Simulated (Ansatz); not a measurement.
**ZnSe: Zn interstitial (started 2.45 Å from the nearest host atom)**

Consider an 8-atom supercell of ZnSe in the zinc blende structure (space group F-43m, No. 216; a = 5.666 Å) at its relaxed geometry.

Now apply this change: one Zn atom is added in an open site, starting 2.45 Å from the nearest host atom, atoms relaxed at fixed cell, starting from a slightly rattled geometry.

Level of theory: Ansatz (a quantum-chemistry and plane-wave program) r2SCAN, without spin-orbit coupling, earlier PAW set. k-mesh 4×4×4 (Γ-centred); smearing 0.01 eV (Fermi–Dirac).

The pressure goes from zero to 8.4 GPa and the largest displacement of a host atom from its site in the perfect cell comes out as 0.10 Å. The final site of the added atom amounts to 4 Se at 2.55 Å (tetrahedral).

Final structure:

```
Zn5Se4
1.0
   -5.66608     0.00000     0.00000
    0.00000     0.00000     5.66608
    0.00000     5.66608     0.00000
Se Zn
4 5
Direct
  0.26090   0.73942   0.76050
  0.74185   0.74083   0.24110
  0.74083   0.25919   0.75962
  0.26108   0.26023   0.23988
  0.00151   0.00027   0.99994
  0.49999   0.99964   0.50015
  0.50234   0.50029   0.00057
  0.00126   0.49958   0.50050
  0.00212   0.00035   0.50050
```

Cost of the whole job for the changed cell (relaxation, final SCF and bands): about 24 core-minutes (a rough figure).

Other magnetic orders, which the real material may have, were not ruled out. The cell is small, so the values are those of an ordered compound at a high defect concentration; dilute-limit values will differ. A case with no gap was solved on a k-mesh chosen for an insulator, which is coarse for it. Seeded moments were not kept for Zn interstitial (started 2.45 Å from the nearest host atom). The defect cell is spin-polarised and ends with 0.0 μB.
